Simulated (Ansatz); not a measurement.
Take PbO₂ in the rutile structure (space group P4_2/mnm, No. 136; a = 5.082 Å, c = 3.444 Å) as the base.

Method: PBE (Ansatz, a quantum-chemistry and plane-wave program, PAW, no spin-orbit coupling).

Strains are applied to the cell and any free atomic positions relax.

One change was made to it. Results:

```json
[
 {"quantity": "pressure (mean of the normal stresses, compression positive)", "base": "0.0 GPa", "after": "13.7 GPa"},
 {"quantity": "band gap", "base": "zero", "after": "zero"},
 {"quantity": "energy relative to the base (free energy F)", "base": "0 meV/atom", "after": "+50 meV/atom"}
]
```

Problem. Which of these changes matches the shifts?
A) isotropic strain −1.20 %
B) isotropic strain −0.60 %
C) isotropic strain −3.00 %

Solution. C, isotropic strain −3.00 %. For comparison, the energy relative to the base in the other runs: isotropic strain −0.60 % gives +1.8 meV/atom; isotropic strain −1.20 % gives +7.4 meV/atom.

With Pb present, leaving out spin-orbit coupling can change the band edges. No phonon test of stability was made. The final runs are not spin-polarised. A zero or small gap of PbO2 can be the functional's error rather than a property of the material.
